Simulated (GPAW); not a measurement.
## How a calculation on Ta2Se (P4/nmm, 6 atoms in the cell) responds to its settings

```
CELL_PARAMETERS angstrom
      3.38259     0.00000     0.00000
      0.00000     3.38259     0.00000
      0.00000     0.00000    10.23734
ATOMIC_POSITIONS crystal
  Ta 0.50000 0.00000 0.76683
  Ta 0.00000 0.50000 0.23317
  Ta 0.00000 0.50000 0.92566
  Ta 0.50000 0.00000 0.07434
  Se 0.00000 0.50000 0.64781
  Se 0.50000 0.00000 0.35219
```

Base run A: LDA (Perdew-Wang 92), GPAW PAW datasets LDA (gpaw-data 1.0.1) run with GPAW, self-consistent single point.

Its settings: mode = pw; ecut = 600 eV; xc = LDA; kpts = 5 5 2; mesh shift (steps) = 0 0 0; occupations.name = fermi-dirac; occupations.width = 0.1 eV; nbands = -12; convergence.forces = 0.001 eV/Å; symmetry.symmorphic = false; symmetry.tolerance = 0.0005; maxiter = 150.

The starting cell comes from a database of computed structures (which also holds hypothetical and non-ambient phases and stackings), without a prior relaxation at this level. Spin polarisation is off. In the base run, with a pressure of about -7 GPa the cell is away from its equilibrium volume at this level. Without a gap this mesh is coarse (it stands for a supercell whose shortest vector is 17 Å).

ΔF is the free energy per atom less that of run A. 

Run A gave: pressure (GPa) -7.47; largest force (eV/Å) 0.396; TS (meV/atom) 16.5.

Runs:
- B: occupations.name: fermi-dirac → methfessel-paxton; occupations.width: 0.1 eV → 0.05 eV; occupations.order: default → 0
- C: occupations.name: fermi-dirac → methfessel-paxton; occupations.width: 0.1 eV → 0.2 eV; occupations.order: default → 0
- D: occupations.width: 0.1 eV → 0.05 eV
- E: occupations.width: 0.1 eV → 0.2 eV
- F: occupations.name: fermi-dirac → methfessel-paxton; occupations.order: default → 1
- G: occupations.name: fermi-dirac → methfessel-paxton; occupations.width: 0.1 eV → 0.2 eV; occupations.order: default → 1
- H: occupations.name: fermi-dirac → marzari-vanderbilt; occupations.width: 0.1 eV → 0.05 eV
- I: occupations.name: fermi-dirac → marzari-vanderbilt; occupations.width: 0.1 eV → 0.2 eV
- J: occupations.name: fermi-dirac → improved-tetrahedron-method; occupations.width: 0.1 eV → default

Task: What does run B change against A?

Result: The free energy rises by 8.1 meV/atom, the pressure hardly changes (-7.47 to -7.52 GPa) and the largest force moves little (0.396 to 0.397 eV/Å).

Task: What does run H change against A?

Result: The free energy goes up by 8.4 meV/atom, the pressure hardly changes (-7.47 to -7.52 GPa) and the largest force stays at 0.396 eV/Å.

```csv
run,ΔF (meV/atom),pressure (GPa),largest force (eV/Å),TS (meV/atom)
A,0.00,-7.47,0.396,16.5
B,8.1,-7.52,0.397,1.0
C,3.3,-7.52,0.398,9.4
D,6.0,-7.52,0.405,4.1
E,-26.0,-7.22,0.368,71.6
F,8.4,-7.53,0.396,0.5
G,8.2,-7.55,0.409,-0.7
H,8.4,-7.52,0.396,0.6
I,7.2,-7.55,0.413,0.0
J,10.4,-7.56,0.462,0.0
```
